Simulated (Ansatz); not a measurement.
Cells marked so need not be the phases stable at ambient conditions, and some may be hypothetical.

The gap is the functional's own. No spin-orbit coupling. Mid-gap values are interpolated on the energy grid.

A. BaPb$_{2}$BrF$_{5}$ (P4/nmm, not sure to be the ambient phase, 18 atoms a cell, 19.3 Å³ an atom), along the normal of (100)
B. LuAgO$_{2}$ (R-3m, not sure to be the ambient phase, 4 atoms a cell, 15.3 Å³ an atom, 3 GPa at this level), along the normal of (101)
C. CdSe (P6_3mc, wurtzite, 4 atoms a cell, 29.0 Å³ an atom), along the normal of (110)
D. CdSe2 (Pa-3, not sure to be the ambient phase, 12 atoms a cell, 25.6 Å³ an atom, -2 GPa at this level), along the normal of (111)
E. BaPb2IF5 (P4/nmm, not sure to be the ambient phase, 18 atoms a cell, 20.4 Å³ an atom), along the normal of (100)

**Question.** Put the candidates in order of mid-gap decay constant of the slowest evanescent state, highest first, for r2SCAN (Ansatz, an electronic-structure program).

**Answer.** A (0.33 1/Å), E (0.30 1/Å), B (0.25 1/Å), D (0.17 1/Å), C (0.08 1/Å)
